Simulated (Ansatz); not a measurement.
Start from CsPbCl$_{3}$ in the cubic perovskite structure (space group Pm-3m, No. 221; a = 5.6188 Å).

All numbers come from PBEsol (Ansatz, a program for electronic structure), no SOC.

Before the change:

- Electron mass: 0.10, 0.83, 0.83 mₑ (at R)
- Band gap: 1.83 eV

Perturbation: an isotropic linear strain of −2.40 %; the atoms relax in the strained cell.

Q: What does the calculation give for the electron mass after the change?

A: The electron mass (degenerate bands, along [100]) goes from 0.10, 0.83, 0.83 mₑ (at R) to 0.090, 0.74, 0.74 mₑ (at R).

Q: What happens to the band gap?

A: The band gap drops by 0.358 eV (1.83 eV → 1.48 eV).

With Pb present, leaving out spin-orbit coupling can change the band edges. Masses are band curvatures over ±0.01 Å⁻¹ around the edge. No phonon test of stability was made. Many cubic perovskites are stable only at high temperature; tilts and polar distortions were not tested. This is not the structure that CsPbCl3 has at room temperature and ambient pressure.
